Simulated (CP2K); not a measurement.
# Sensitivity of a calculation on LuH2ClO2 (Pnma, 24 atoms in the cell) to its settings

```yaml
crystal:
  lattice:
    - [12.91035, 0.00000, 0.00000]
    - [0.00000, 3.59317, 0.00000]
    - [0.00000, 0.00000, 6.33169]
  atoms:
    - { symbol: Lu, position: [0.05320, 0.75000, 0.24981] }
    - { symbol: Lu, position: [0.44680, 0.25000, 0.74981] }
    - { symbol: Lu, position: [0.55320, 0.75000, 0.25019] }
    - { symbol: Lu, position: [0.94680, 0.25000, 0.75019] }
    - { symbol: Cl, position: [0.21140, 0.25000, 0.38660] }
    - { symbol: Cl, position: [0.28860, 0.75000, 0.88660] }
    - { symbol: Cl, position: [0.71140, 0.25000, 0.11340] }
    - { symbol: Cl, position: [0.78860, 0.75000, 0.61340] }
    - { symbol: O, position: [0.07990, 0.25000, 0.00080] }
    - { symbol: O, position: [0.42010, 0.75000, 0.50080] }
    - { symbol: O, position: [0.57990, 0.25000, 0.49920] }
    - { symbol: O, position: [0.92010, 0.75000, 0.99920] }
    - { symbol: O, position: [0.95360, 0.25000, 0.37020] }
    - { symbol: O, position: [0.54640, 0.75000, 0.87020] }
    - { symbol: O, position: [0.45360, 0.25000, 0.12980] }
    - { symbol: O, position: [0.04640, 0.75000, 0.62980] }
    - { symbol: H, position: [0.14300, 0.25000, 0.96000] }
    - { symbol: H, position: [0.35700, 0.75000, 0.46000] }
    - { symbol: H, position: [0.64300, 0.25000, 0.54000] }
    - { symbol: H, position: [0.85700, 0.75000, 0.04000] }
    - { symbol: H, position: [0.88400, 0.25000, 0.33000] }
    - { symbol: H, position: [0.61600, 0.75000, 0.83000] }
    - { symbol: H, position: [0.38400, 0.25000, 0.17000] }
    - { symbol: H, position: [0.11600, 0.75000, 0.67000] }
```

Base run A: LDA (Pade form), GPW, DZVP-MOLOPT-SR-GTH basis, GTH-PADE potentials (GTH_POTENTIALS) (CP2K), self-consistent single point.

Its settings: CUTOFF = 500 Ry; REL_CUTOFF = 60 Ry; SMEAR/METHOD = METHFESSEL_PAXTON; SIGMA = 0.1 eV; KPOINTS/SCHEME = MACDONALD 1 3 2 0 0 0.25; XC_FUNCTIONAL = PADE; Lu/BASIS_SET = DZVP-MOLOPT-SR-GTH-q25; Lu/POTENTIAL = GTH-PADE-q25; Cl/BASIS_SET = DZVP-MOLOPT-SR-GTH-q7; Cl/POTENTIAL = GTH-PADE-q7; O/BASIS_SET = DZVP-MOLOPT-SR-GTH-q6; O/POTENTIAL = GTH-PADE-q6; H/BASIS_SET = DZVP-MOLOPT-SR-GTH-q1; H/POTENTIAL = GTH-PADE-q1; METHOD = GPW; EPS_DEFAULT = 1e-10; NGRIDS = 5; SCF_GUESS = ATOMIC; EPS_SCF = 1e-07; MAX_SCF = 100.

The starting cell comes from a database of published, mostly measured structures (it also holds non-ambient and calculated ones), without a prior relaxation at this level. Its lattice was rescaled by a random factor within 2.5 % of one. Spin-orbit coupling is off. Values carry the incompleteness of an atom-centred basis. In the base run, with a pressure of about -3 GPa the cell is away from its equilibrium volume at this level. In the base run, forces exceed 1 eV/Å.

ΔF is the free energy per atom less that of run A. 

Run A gave: pressure (GPa) -3.07; largest force (eV/Å) 9.763; gap on the mesh (eV) 4.524; k-points 4.

Runs:
- B: SIGMA: 0.1 eV → 0.5 eV
- C: KPOINTS/SCHEME: MACDONALD 1 3 2 0 0 0.25 → MACDONALD 1 2 1 0.5 0 0.5
- D: FULL_GRID: default → T
- E: MIXING/METHOD: BROYDEN_MIXING → DIRECT_P_MIXING; MIXING/NBUFFER: 12 → default; MIXING/BETA: 1.5 1/bohr → default

Question: What does run C change against A?

Answer: The free energy drops by 19.6 meV/atom, the pressure goes from -3.07 to -3.39 GPa, the largest force goes from 9.763 to 9.667 eV/Å and the gap on the mesh goes from 4.524 to 5.856 eV.

| run | ΔF (meV/atom) | pressure (GPa) | largest force (eV/Å) | gap on the mesh (eV) | k-points |
|---|---|---|---|---|---|
| A | 0.00 | -3.07 | 9.763 | 4.524 | 4 |
| B | 0.00 | -3.07 | 9.763 | 4.524 | 4 |
| C | -19.6 | -3.39 | 9.667 | 5.856 | 1 |
| D | 0.00 | -3.07 | 9.763 | 4.524 | 6 |
| E | 0.00 | -3.07 | 9.763 | 4.524 | 4 |
